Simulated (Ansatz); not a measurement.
Start from CsPbCl$_{3}$ in the cubic perovskite structure (space group Pm-3m, No. 221; a = 5.521 Å). Axes: x, y, z lie along the cube axes.

Level of theory: LDA, PAW, 420 eV (Ansatz, a quantum-chemistry and plane-wave program; spin-orbit coupling left out).

For the base:

```
Item               Result
---------------  --------
Pressure         0.00 GPa
Volume per atom  33.65 Å³
```

Modification: tensile biaxial strain of 1.80 % in the plane normal to [001], as in epitaxy on a mismatched substrate; the out-of-plane cell vector and the atoms relax.

Question: Estimate the effect on the pressure.

Answer: The pressure (mean of the normal stresses, compression positive) goes from zero to -0.83 GPa.

Question: What happens to the volume per atom?

Answer: The volume per atom increases by 1.071 Å³ to 34.73 Å³.

Stability against distortions was not tested. Many cubic perovskites are stable only at high temperature; tilts and polar distortions were not tested. This is not the structure that CsPbCl3 has at room temperature and ambient pressure.
